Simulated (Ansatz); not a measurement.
System: W (model structure, P6₃/mmc, No. 194, 2 atoms in the cell). Method: LDA (plane waves, PAW; Ansatz, an electronic-structure program).

Settings: plane-wave cutoff 520 eV, 24×24×12 k mesh (along the axes of the cell as run), Fermi–Dirac smearing 0.05 eV, no spin polarisation, scalar-relativistic PAW data made under PBE.

Cell (relaxed at this level):

```cif
data_W2
_chemical_formula_sum 'W2'
_space_group_name_H-M_alt 'P63/mmc'
_space_group_IT_number 194
_space_group_name_Hall '-P 6c 2c'
_cell_length_a 2.73539
_cell_length_b 2.73539
_cell_length_c 4.85795
_cell_angle_alpha 90.000
_cell_angle_beta 90.000
_cell_angle_gamma 120.000
loop_
_atom_site_label
_atom_site_type_symbol
_atom_site_symmetry_multiplicity
_atom_site_Wyckoff_symbol
_atom_site_fract_x
_atom_site_fract_y
_atom_site_fract_z
_atom_site_occupancy
W1 W 2 d 0.66667 0.33333 0.25000 1
```

Predict the bulk modulus.


bulk modulus: 304 GPa

Note: the run has no spin polarisation, so it can have missed a magnetic state; the bulk modulus is −V dP/dV from two relaxed cells at ±2 % in volume; the relaxation could raise the start's symmetry but not lower it, so the cell can be a saddle point.

Spin–orbit coupling is not included.

Computing time: roughly 90 core-seconds.

A model structure was made by putting elements into a prototype or built by hand; it is no filed structure, need not be a known phase, and can be a saddle point held by its symmetry.
